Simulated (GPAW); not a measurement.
Worked example: self-consistent single point of MgZnCu (P1, 6 atoms in the cell) in GPAW.

Method of the run: LDA (Perdew-Wang 92), GPAW PAW datasets LDA (gpaw-data 1.0.1) (plane waves; GPAW).

The change in words: atoms moved at random. Reference geometry:
```yaml
crystal:
  lattice:
    - [-2.53499, 2.56596, 3.58238]
    - [2.53499, -2.56596, 3.58238]
    - [2.53499, 2.56596, -3.58238]
  atoms:
    - { symbol: Mg, position: [0.12315, 0.87315, 0.25000] }
    - { symbol: Mg, position: [0.87685, 0.12685, 0.75000] }
    - { symbol: Zn, position: [0.50000, 0.50000, 0.50000] }
    - { symbol: Zn, position: [0.50000, 0.00000, 0.00000] }
    - { symbol: Cu, position: [0.50000, 0.50000, 0.00000] }
    - { symbol: Cu, position: [0.00000, 0.50000, 0.50000] }
```

Reference input (self-consistent single point, DFT LDA (Perdew-Wang 92), plane waves, GPAW PAW datasets LDA (gpaw-data 1.0.1)): mode = pw; ecut = 850 eV; xc = LDA; kpts = 5 5 5; mesh shift (steps) = 0 0 0; occupations.name = fermi-dirac; occupations.width = 0.1 eV; nbands = -14; symmetry.symmorphic = false; symmetry.tolerance = 0.0005; maxiter = 150. This run's input differs from it in these lines:

```diff
@@ -8,8 +8,8 @@
                     [2.534993, 2.565956, -3.582377]],
-              scaled_positions=[[0.123150, 0.873150, 0.250000],
-                                [0.876850, 0.126850, 0.750000],
-                                [0.500000, 0.500000, 0.500000],
-                                [0.500000, 0.000000, 0.000000],
-                                [0.500000, 0.500000, 0.000000],
-                                [0.000000, 0.500000, 0.500000]],
+              scaled_positions=[[0.116991, 0.883857, 0.256447],
+                                [0.877323, 0.115131, 0.740214],
+                                [0.502297, 0.510420, 0.496228],
+                                [0.489327, -0.009412, -0.015732],
+                                [0.505934, 0.510128, 0.018337],
+                                [0.008129, 0.489875, 0.504505]],
               pbc=True)
```

Output (repeated stretches shortened):

```
     iter     time        total  log10-change:
                         energy   eigst   dens
iter:   1 --:--:--   -20.914081
iter:   2 --:--:--   -19.691884   -0.56  -1.33
iter:   3 --:--:--   -18.589342   -0.88  -1.40
iter:   4 --:--:--   -18.537072   -2.01  -1.66
iter:   5 --:--:--   -18.579830   -1.34  -1.79
iter:   6 --:--:--   -18.338808   -2.63  -2.18
iter:   7 --:--:--   -18.250308   -2.13  -2.30
iter:   8 --:--:--   -18.278705   -2.59  -2.54
iter:   9 --:--:--   -18.260427c  -3.68  -2.79
iter:  10 --:--:--   -18.238804   -3.10  -2.95
iter:  11 --:--:--   -18.239394c  -3.44  -3.21
iter:  12 --:--:--   -18.239019c  -5.18  -3.61
iter:  13 --:--:--   -18.238225c  -5.02  -3.62
iter:  14 --:--:--   -18.237766c  -4.56  -3.72
iter:  15 --:--:--   -18.237761c  -5.84  -4.20c
iter:  16 --:--:--   -18.237761c  -6.87  -4.26c
iter:  17 --:--:--   -18.237759c  -6.65  -4.30c
iter:  18 --:--:--   -18.237759c  -8.12c -4.77c
Converged after 18 iterations.

Dipole moment: (0.575670, -1.103395, 0.250666) |e|*Ang

Energy contributions relative to reference atoms: (reference = -198332.457536)

Kinetic:        -45.206227
Potential:      +43.616351
External:        +0.000000
XC:             -16.523394
Entropy (-ST):   -0.048418
Local:           -0.100280
SIC:             +0.000000
--------------------------
Free energy:    -18.261968
Extrapolated:   -18.237759

Showing only first 2 kpts
 Kpt  Band  Eigenvalues  Occupancy
  0    31      5.04800    1.99958
  0    32      5.35411    1.99113
  0    33      7.01066    0.00003
  0    34      7.17036    0.00001

  1    31      4.40310    2.00000
  1    32      4.60550    2.00000
  1    33      5.53513    1.94699
  1    34      8.21709    0.00000

Fermi level: 5.89549

No gap
   [... lines left out ...]
  0 Mg   -0.21424    0.06458    0.02137
  1 Mg    0.23832   -0.05024    0.05891
  2 Zn   -0.08879    0.19404   -0.28334
  3 Zn    0.29866    0.17809    0.13363
  4 Cu   -0.25339   -0.16575    0.14699
  5 Cu    0.01830   -0.21962   -0.07750

Stress tensor:
     0.045592    -0.000713     0.003366
    -0.000713     0.051010     0.001279
     0.003366     0.001279     0.050195
Stress (GPa, Voigt): [ 7.3046  8.1726  8.0422  0.2049  0.5392 -0.1142]
```

The run converged in 18 iterations. GPAW prints stress with tension positive. Against the reference run the free energy rises by 8.7 meV/atom, the pressure goes from -8.15 to -7.84 GPa and the largest force goes from 0.032 to 0.373 eV/Å.

The starting cell comes from a database of computed structures (which also holds hypothetical and non-ambient phases and stackings), without a prior relaxation at this level. Its lattice was rescaled by a random factor within 2.5 % of one. For this run, on top of that: atoms moved at random. Spin polarisation is off. With a pressure of about -8 GPa the cell is away from its equilibrium volume at this level.

Cost on one core of a shared machine: roughly 7 min.
